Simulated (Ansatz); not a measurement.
## Nb under a change: pressure 7 GPa

Take Nb in the bcc (W type) structure (space group Im-3m, No. 229; a = 3.303 Å) as the base.

Perturbation: a hydrostatic pressure of 7 GPa.

Calculations: Kohn–Sham DFT with the r2SCAN functional, run in Ansatz (an electronic-structure program) with PAW and 500 eV plane waves, scalar-relativistic without spin-orbit coupling, earlier PAW set. Γ-centred 20×20×20 mesh, Fermi–Dirac width 0.05 eV.

- Volume per atom = 17.35 Å³ (base 18.02 Å³)
- Lattice parameter a = 3.262 Å (base 3.303 Å)
- Shortest interatomic distance = 2.825 Å (base 2.860 Å)
- Enthalpy H = E + PV relative to the base's energy = +0.77 eV/atom
- Band gap = zero (base zero)

Final structure:

```
CELL_PARAMETERS angstrom
     -1.63093     1.63093     1.63093
      1.63093    -1.63093     1.63093
      1.63093     1.63093    -1.63093
ATOMIC_POSITIONS crystal
  Nb 0.00000 0.00000 0.00000
```

Load acts through the strain it causes; cell and atoms are relaxed under it. Stability against distortions was not tested. No other phases were tried under pressure. All final runs are without spin polarisation.
